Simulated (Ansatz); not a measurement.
System: CaZrN2 (model structure, started from the MgZrN2 type, I4₁/amd, No. 141, 8 atoms in the cell). Method: r²SCAN+SOC in Ansatz (PAW).

Numerical settings: plane-wave cutoff 560 eV, 16×16×16 k mesh, Fermi–Dirac smearing 0.05 eV, PAW data made under PBE.

Cell (relaxed with PBEsol):

```xyz
8
Lattice="-2.3266 2.3266 4.7505 2.3266 -2.3266 4.7505 2.3266 2.3266 -4.7505" Properties=species:S:1:pos:R:3 pbc="T T T"
Ca     0.0000     0.0000     4.7505
Ca     2.3266     0.0000     2.3753
Zr     0.0000     2.3266     2.3753
Zr     0.0000     0.0000     0.0000
N      0.0000     2.3266     0.1773
N      0.0000     0.0000     7.3032
N      0.0000     0.0000     2.1979
N      0.0000     2.3266     4.5732
```

Task: Predict the band gap.

Result: 
* **band gap**: 0.35 eV (on the SCF k mesh)

Note: the relaxation could raise the start's symmetry but not lower it, so the cell can be a saddle point; cell and atoms aren't relaxed at this level (largest force component 0.03 eV/Å, pressure 4.2 GPa).

Computed values are for the static lattice.

It cost around 40 core-minutes (rough) of CPU time.

A model structure was made by putting elements into a prototype or built by hand; it is no filed structure, need not be a known phase, and can be a saddle point held by its symmetry.

Ansatz is an electronic-structure program.
